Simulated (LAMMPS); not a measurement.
MD of SiC (zinc blende) at zero pressure, 1000 atoms, as a liquid; each row is its own run.

Method: classical MD, pair style vashishta, file SiC.vashishta (LAMMPS).

```csv
T (K),volume (Å³/atom)
2030,13.086
2320,13.648
2610,14.140
3190,15.219
3620,16.155
3770,16.460
4060,17.321
4640,19.191
```

Question: Fit a straight line, y = a + b x, to these rows (x is the first column, y the second) and predict the run at x = 2900.

Answer: Least squares gives a = 8.3199 and b = 0.002236. At x = 2900 the fit predicts 14.803 Å³/atom. The run itself gave 14.636 ± 0.010 Å³/atom, so the fit is 1.1 % high.

Caution: at ambient pressure real SiC sublimes or decomposes before or as it melts, so this liquid is the model's.

Caution (rows 2030; 2320; 2610): this liquid lies under the melting point of about 2780 K that SiC.vashishta gives, so it is undercooled.

Caution (rows 2900; 4640): enthalpy drifts during the constant-pressure average: a transition or slow ageing; fluctuation values are void.
